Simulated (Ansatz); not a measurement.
Band structure of YMg6Al (Amm2, 8 atoms in the cell).

```xyz
8
Lattice="5.0179 0.0000 0.0000 0.0000 3.2918 5.6613 0.0000 -3.2918 5.6613" Properties=species:S:1:pos:R:3 pbc="T T T"
Y      0.0000     0.0000     7.6315
Mg     2.5090    -1.6965     6.5739
Mg     2.5090     1.6965     6.5739
Mg     2.5090     0.0000     3.7653
Mg     0.0000    -1.6908     4.7375
Mg     0.0000     1.6908     4.7375
Mg     0.0000     0.0000     1.8626
Al     2.5090     0.0000     9.4081
```

Computed with PBEsol, PAW files made with PBE (plane waves; Ansatz, a first-principles code).

Settings: kpoints.mp_grid.grid = 4 3 3; hamiltonian.xc = pbesol; hamiltonian.pseudopotentials = {kind: paw} (the program's default PAW files); scf.occupations.method = gaussian; scf.occupations.width = 0.1 eV; kpoints.band_path.npoints = 8.

The starting cell comes from a database of computed structures (which also holds hypothetical and non-ambient phases and stackings), without a prior relaxation at this level.

Levels in eV from the Fermi level, bands 33 to 40:
| point | 33 | 34 | 35 | 36 | 37 | 38 | 39 | 40 |
|---|---|---|---|---|---|---|---|---|
| Γ | -2.29 | -1.91 | -1.83 | -1.29 | -0.62 | 0.23 | 0.69 | 1.80 |
| X | -1.31 | -1.04 | -0.99 | -0.44 | 0.18 | 0.52 | 0.76 | 0.83 |
| S | -1.02 | -0.93 | -0.44 | -0.24 | 0.29 | 0.39 | 0.44 | 0.94 |
| R | -2.69 | -2.02 | -1.69 | -1.54 | 0.23 | 0.77 | 0.97 | 1.50 |
| A | -3.56 | -3.08 | -0.39 | -0.33 | -0.13 | 0.03 | 0.24 | 1.39 |
| Z | -1.51 | -1.37 | -1.34 | -1.18 | -1.05 | -1.02 | -0.43 | -0.32 |
| Y | -1.20 | -0.92 | -0.41 | -0.01 | 0.22 | 0.37 | 0.82 | 1.23 |
| X1 | -1.31 | -1.04 | -0.99 | -0.44 | 0.18 | 0.52 | 0.76 | 0.83 |
| A1 | -3.56 | -3.08 | -0.39 | -0.33 | -0.13 | 0.03 | 0.24 | 1.39 |
| T | -2.61 | -2.26 | -1.85 | -1.47 | 0.23 | 0.63 | 1.07 | 1.56 |

Bands cross the Fermi level along this path, so the cell is metallic at this level.

Keys are those of Ansatz 0.2.
